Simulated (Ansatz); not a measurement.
# A computed series for PbSe: pressure series

Take PbSe in the rock salt structure (space group Fm-3m, No. 225; a = 6.178 Å) as the base.

Cell and atoms are relaxed at each pressure.

The values are results of r2SCAN/PAW in Ansatz (an electronic-structure program), spin-orbit coupling left out, not measurements.

Candidates:
(a) pressure 2.1 GPa
(b) pressure −2 GPa
(c) pressure 9 GPa
(d) pressure −1 GPa

For the base:

```
Property    Value
--------  -------
Band gap  0.67 eV
```

### Question
Order them by band gap, lowest first.

### Answer
(c) pressure 9 GPa (0.15 eV), (a) pressure 2.1 GPa (0.54 eV), (d) pressure −1 GPa (0.73 eV), (b) pressure −2 GPa (0.79 eV)

Spin-orbit coupling, missing from the scalar runs, can matter with Pb. Load acts through the strain it causes; cell and atoms are relaxed under it. Whether these cells are dynamically stable was not tested. No other phases were tried under pressure. The zero or small gap of PbSe under pressure 9 GPa can change with the level of theory.
